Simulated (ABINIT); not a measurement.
# Input and output of a self-consistent single point for Al₂Cu (I4/mcm, 6 atoms in the cell) (ABINIT)

Level of theory: PBE, PAW (JTH v2.0 PBE PAW) (plane waves; ABINIT).

This input was run:

```
# Al2Cu, JTH v2.0 PBE PAW
pp_dirpath "./"
pseudos "Al.GGA_PBE-JTH.xml, Cu.GGA_PBE-JTH.xml"
acell 3*1.0
rprim
        -5.5599918881    5.5599918881    4.4361547543
         5.5599918881   -5.5599918881    4.4361547543
         5.5599918881    5.5599918881   -4.4361547543
natom 6
ntypat 2
znucl 13 29
typat 1 1 1 1 2 2
xcart
         1.7637406268    3.7962512614    4.4361547543
         3.7962512614    1.7637406268    0.0000000000
         1.7637406268    7.3237325149    0.0000000000
         3.7962512614   -1.7637406268    4.4361547543
         0.0000000000    0.0000000000    2.2180773771
         0.0000000000    0.0000000000    6.6542321314
ecut 30
pawecutdg 60
occopt 6
tsmear 0.00367493
nband 33
kptopt 1
ngkpt 5 5 5
nshiftk 1
shiftk 0 0 0
nstep 50
tolvrs 1.0e-10
prtwf 0
prtden 0
prtvol 1
```

Log, with long lists cut:

```
 Symmetries : space group I4/m c m (#140); Bravais tI (body-center tetrag.)

 -outvars: echo values of preprocessed input variables --------
            acell      1.0000000000E+00  1.0000000000E+00  1.0000000000E+00 Bohr
             ecut      3.00000000E+01 Hartree
              ixc     -101130
         kptrlatt        5    0    0      0    5    0      0    0    5
          kptrlen      4.43615475E+01
            natom           6
            nband          33
            ngfft          48      48      48
          ngfftdg          64      64      64
             nkpt          18
            nstep          50
             nsym          16
           ntypat           2
           occopt           6
        pawecutdg      6.00000000E+01 Hartree
            rprim     -5.5599918881E+00  5.5599918881E+00  4.4361547543E+00
                       5.5599918881E+00 -5.5599918881E+00  4.4361547543E+00
                       5.5599918881E+00  5.5599918881E+00 -4.4361547543E+00
          spgroup         140
           tolvrs      1.00000000E-10
           tsmear      3.67493000E-03 Hartree
            typat      1  1  1  1  2  2
           useylm           1
             xred      8.4138999999E-01  6.5861000000E-01  5.0000000000E-01
                       1.5861000000E-01  3.4138999999E-01  5.0000000000E-01
                       6.5861000000E-01  1.5861000000E-01  8.1722000000E-01
                       3.4138999999E-01  8.4138999999E-01  1.8278000000E-01
                       2.4999999999E-01  2.4999999999E-01  0.0000000000E+00
                       7.4999999999E-01  7.4999999999E-01  0.0000000000E+00
            znucl       13.00000   29.00000

== DATASET  1 ==================================================================

 Real(R)+Recip(G) space primitive vectors, cartesian coordinates (Bohr,Bohr^-1):
 R(1)= -5.5599919  5.5599919  4.4361548  G(1)=  0.0000000  0.0899282  0.1127102
 R(2)=  5.5599919 -5.5599919  4.4361548  G(2)=  0.0899282  0.0000000  0.1127102
 R(3)=  5.5599919  5.5599919 -4.4361548  G(3)=  0.0899282  0.0899282  0.0000000
 Unit cell volume ucvol=  5.4854845E+02 bohr^3
 Angles (23,13,12)=  1.03971939E+02  1.03971939E+02  1.21138373E+02 degrees

 Coarse grid specifications (used for wave-functions):

 getcut: wavevector=  0.0000  0.0000  0.0000  ngfft=  48  48  48
         ecut(hartree)=     30.000   => boxcut(ratio)=   2.15678

 Fine grid specifications (used for densities):

 getcut: wavevector=  0.0000  0.0000  0.0000  ngfft=  64  64  64
         ecut(hartree)=     60.000   => boxcut(ratio)=   2.03343

   2.99073272E+03                                ecore*ucvol(ha*bohr**3)

_setup2: Arith. and geom. avg. npw (full set) are    4305.016    4305.009

--- !BeginCycle
solver: {iscf: 17, nstep: 50, nline: 4, wfoptalg: 10, }
tolerances: {tolvrs: 1.00E-10, }
...

     iter   Etot(hartree)      deltaE(h)  residm     nres2
 ETOT  1  -400.19201424841    -4.002E+02 4.727E+01 9.745E+01
 ETOT  2  -404.56126574039    -4.369E+00 9.073E-02 9.823E+01
 ETOT  3  -404.39272836348     1.685E-01 1.135E-01 2.029E+01
 ETOT  4  -404.37664584808     1.608E-02 2.890E-02 9.266E-01
 ETOT  5  -404.37413084886     2.515E-03 3.888E-02 2.411E-01
 ETOT  6  -404.37370724060     4.236E-04 6.545E-03 7.453E-02
   [... 11 lines left out ...]
 ETOT 18  -404.37368900457     1.127E-10 2.472E-04 1.528E-09
 ETOT 19  -404.37368900459    -2.183E-11 4.189E-04 1.997E-09
 ETOT 20  -404.37368900459    -2.444E-12 2.330E-04 2.108E-10
 ETOT 21  -404.37368900459     4.150E-12 3.181E-04 1.878E-10
 ETOT 22  -404.37368900458     5.627E-12 1.684E-04 1.693E-11

 At SCF step   22       nres2   =  1.69E-11 < tolvrs=  1.00E-10 =>converged.

 Cartesian components of stress tensor (hartree/bohr^3)
  sigma(1 1)= -4.19239509E-04  sigma(3 2)=  0.00000000E+00
  sigma(2 2)= -4.19239509E-04  sigma(3 1)=  0.00000000E+00
  sigma(3 3)= -2.98432243E-04  sigma(2 1)=  0.00000000E+00

 ----iterations are completed or convergence reached----

 reduced coordinates (array xred) for    6 atoms
       0.841389999993      0.658609999996      0.500000000000
       0.158609999996      0.341389999993      0.500000000000
       0.658609999996      0.158609999996      0.817220000003
       0.341389999993      0.841389999993      0.182779999997
       0.249999999994      0.249999999994      0.000000000000
       0.749999999994      0.749999999994      0.000000000000
 cartesian forces (eV/Angstrom) at end:
    1     -0.02612628390252     0.02612628390252    -0.00000000000000
    2      0.02612628390252    -0.02612628390252     0.00000000000000
    3     -0.02612628390252    -0.02612628390252     0.00000000000000
    4      0.02612628390252     0.02612628390252     0.00000000000000
    5      0.00000000000000    -0.00000000000000    -0.00000000000000
    6     -0.00000000000000     0.00000000000000    -0.00000000000000
 frms,max,avg= 1.7417523E-02 2.6126284E-02   0.000E+00  0.000E+00  0.000E+00 e/A
 length scales=  1.000000000000  1.000000000000  1.000000000000 bohr
              =  0.529177208590  0.529177208590  0.529177208590 angstroms
 Fermi (or HOMO) energy (hartree) =   0.34955   Average Vxc (hartree)=  -0.39728
 Eigenvalues (hartree) for nkpt=  18  k points:
 kpt#   1, nband= 33, wtk=  0.00800, kpt=  0.0000  0.0000  0.0000 (reduced coord)
  -3.83909   -3.83854   -2.27296   -2.27228   -2.27228   -2.27177   -2.27177   -2.26768
  -0.06842    0.14112    0.14683    0.14803    0.14803    0.18560    0.19155    0.20420
   0.21664    0.22830    0.22830    0.23386    0.23386    0.27259    0.29774    0.30331
   0.30331    0.31867    0.35076    0.35259    0.41821    0.41821    0.42297    0.55570
   0.55570
      occupation numbers for kpt#   1
   2.00000    2.00000    2.00000    2.00000    2.00000    2.00000    2.00000    2.00000
   2.00000    2.00000    2.00000    2.00000    2.00000    2.00000    2.00000    2.00000
   2.00000    2.00000    2.00000    2.00000    2.00000    2.00000    2.00000    2.00000
   2.00000    2.00000    0.47561    0.00602    0.00000    0.00000    0.00000    0.00000
   0.00000
 prteigrs : prtvol=0 or 1, do not print more k-points.

--- !EnergyTerms
comment             : Components of total free energy in Hartree
kinetic             :  2.54638029144953E+01
hartree             :  1.52943018860716E+02
xc                  : -9.99478951236976E+00
Ewald energy        : -1.72765088933030E+02
psp_core            :  5.45208486469396E+00
local_psp           : -3.43621190491323E+02
spherical_terms     : -6.18516045725988E+01
internal            : -4.04373766869415E+02
'-kT*entropy'       :  7.65321095385354E-05
total_energy        : -4.04373690337306E+02
total_energy_eV     : -1.10035677106532E+04
...

-Cartesian components of stress tensor (GPa)         [Pressure=  1.1150E+01 GPa]
- sigma(1 1)= -1.23344501E+01  sigma(3 2)=  0.00000000E+00
- sigma(2 2)= -1.23344501E+01  sigma(3 1)=  0.00000000E+00
- sigma(3 3)= -8.78017826E+00  sigma(2 1)=  0.00000000E+00

 Calculation completed.
```

The run converged in 22 iterations.

The starting cell comes from a database of computed structures (which also holds hypothetical and non-ambient phases and stackings), without a prior relaxation at this level. Its lattice was rescaled by a random factor within 2.5 % of one. Spin polarisation is off. With a pressure of about 11 GPa the cell is away from its equilibrium volume at this level.

These are the values that this program gave, and no reference: the one-centre exchange-correlation terms come from a truncated expansion.

Cost on one core of a shared machine: roughly 6 min.
